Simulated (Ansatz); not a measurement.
**Element substitutions in Mo**

The reference is Mo in the bcc (W type) structure (space group Im-3m, No. 229; a = 3.130 Å).

Each row replaces one element on all its sites; cell and atoms are relaxed.

Levels (all Ansatz, an electronic-structure program, PAW, earlier PAW set): PBEsol (420 eV, no spin-orbit coupling); r2SCAN (500 eV, no SOC); PBEsol+SOC (420 eV, spin-orbit coupling included).

Pressures by level, all at the geometries relaxed with PBEsol:

| case | PBEsol | r2SCAN | PBEsol+SOC |
|---|---|---|---|
| base | 0.0 GPa | 5.7 GPa | 0.1 GPa |
| Mo → Re | 0.0 GPa | 3.9 GPa | 0.4 GPa |
| Mo → Ge | 0.0 GPa | 1.8 GPa | 0.0 GPa |
| Mo → W | 0.0 GPa | 4.8 GPa | 0.5 GPa |

Single points use the geometry relaxed with PBEsol. Their cutoffs differ, which shifts pressures a little. The spin-orbit shifts are approximate. No phonon test of stability was made. For Re and Ge in this form, whether it has been made was not checked. The runs without spin-orbit coupling are not spin-polarised. This is not the structure that Re has at room temperature and ambient pressure. This is not the structure that Ge has at room temperature and ambient pressure.
